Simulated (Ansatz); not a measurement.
The parent structure is NiO in the rock salt structure (space group Fm-3m, No. 225; a = 4.191 Å; ferromagnetic). Axes: x, y, z lie along the cube axes.

One thing is altered: strain tensor (xx, yy, zz, yz, xz, xy) = (+1.33, −1.05, −0.44, −0.56, +0.22, +0.97) %, atoms relaxed at fixed cell.

Calculations: Kohn–Sham DFT with the r2SCAN functional, run in Ansatz (a first-principles code) with PAW and 500 eV plane waves, no spin-orbit coupling, earlier PAW set.

Give the band edges at the high-symmetry points of the new zone, measured from its valence-band maximum.


```
point  valence edge (eV)  conduction edge (eV)
-----  -----------------  --------------------
Γ                  -2.12                  0.70
X                  -0.02                  3.36
Y                  -0.01                  3.34
Z                  -0.02                  3.39
R                   0.00                  3.40
T                  -1.23                  1.22
U                  -1.26                  1.21
V                  -1.22                  1.21
```

The gap is 0.70 eV, indirect, R → Γ.

No phonon test of stability was made. No Hubbard U is applied and the magnetic state is the run's own (NiO ferromagnetic); small cells can't hold the antiferromagnetic order that many such compounds have, so gaps and moments can be off. A gap here joins edges of opposite spin (a spin-flip gap). In its common phase, real NiO is an antiferromagnetic insulator at low temperature. k-point labels follow each cell's own Brillouin zone.
